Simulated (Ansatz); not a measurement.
Sc under a change: isotropic strain −2.00 %

Start from Sc in the hcp (Mg type) structure (space group P6_3/mmc, No. 194; a = 3.2754 Å, c = 5.1051 Å; relaxed with 0.1 eV smearing).

It is then changed as follows: every lattice vector is shortened by 2.00 %, atoms relaxed at fixed cell.

Level of theory: Ansatz (a program for electronic structure), PBEsol, PAW, cutoff 420 eV, scalar-relativistic without spin-orbit coupling. Settings: 20×20×12 k-points, 0.1 eV Fermi–Dirac smearing.

- Space group = P6_3/mmc (No. 194) (base P6_3/mmc (No. 194))
- Shortest interatomic distance = 3.113 Å (base 3.177 Å)
- Energy relative to the base (free energy F) = +16 meV/atom
- Pressure (mean of the normal stresses, compression positive) = 3.8 GPa (base 0.0 GPa)
- Band gap = zero (base zero)

Cost of the whole job for the changed cell (relaxation, final SCF and bands): roughly 18 core-seconds.

Stability against distortions was not tested. The final runs are not spin-polarised.
